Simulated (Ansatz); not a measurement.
By hand: reaction energy

Subject: the reaction energy. Reaction: PbS (rock salt) + O2 (gas) → Pb (fcc) + SO2 (gas). Negative: the products are lower in energy.

PbS (rock salt, Fm-3m), 2 atoms in the cell. Conventional cell: a = 6.0089 Å, b = 6.0089 Å, c = 6.0089 Å, α = 90.00°, β = 90.00°, γ = 90.00°.

Ansatz (a first-principles code) with PAW potentials; structures come from PBE relaxations, nuclei static, no net charge. Ansatz runs with its PAW set soft_1. Other levels take these structures. The lattices are those relaxed with PBE, so at other levels the solids can be strained, which adds to the spread. A dispersion term (D3(BJ), or D4 for r2SCAN) was computed beside these levels and is taken off wherever the name lacks it. Space groups of crystals are read within 0.01 Å. The runs are scalar-relativistic, without spin-orbit coupling.

Total energies of the cells in eV, at zero smearing width. They compare only within one column; the weights balance every element.

```
cell             atoms  weight        r2SCAN           LDA
---------------  -----  ------  ------------  ------------
Pb (fcc)             1      +1  -11922.91065  -11604.10223
PbS (rock salt)      2      −1  -12830.05716  -12474.67809
SO2 (gas)            3      +1   -2040.60492   -1977.33319
O2 (gas)             2      −1   -1131.97288   -1104.71534
```

r2SCAN: (-11922.91065) − (-12830.05716) + (-2040.60492) − (-1131.97288) = -1.486 eV.

LDA: (-11604.10223) − (-12474.67809) + (-1977.33319) − (-1104.71534) = -2.042 eV.

What follows from the r2SCAN value: Per mole of the reaction as written, -1.486 eV × 96.485 = -143.4 kJ.
